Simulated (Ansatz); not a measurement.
The parent structure is SiC in the wurtzite structure (space group P6_3mc, No. 186; a = 3.0755 Å, c = 5.0486 Å). Axes: x lies along a and z along c of the hexagonal cell.

Level of theory: r2SCAN (Ansatz, a first-principles code; PAW; 500 eV plane waves; scalar-relativistic without spin-orbit coupling), earlier PAW set.

Now apply this change: the cell is compressed by 1.12 % along x with no lateral relaxation, atoms relaxed at fixed cell.

Task: Predict the stress tensor and what it implies for the stiffness.

Result: Stress of the strained cell less that of the base (GPa, compression positive):
```
   6.16    0.00    0.00
   0.00    1.23    0.00
   0.00    0.00    0.56
```

Then −Δσ_ii/ε with ε = -0.0112 gives relaxed-ion elastic constants: C11 ≈ 550 GPa, C12 ≈ 110 GPa and C13 ≈ 50 GPa.

Whether these cells are dynamically stable was not tested.
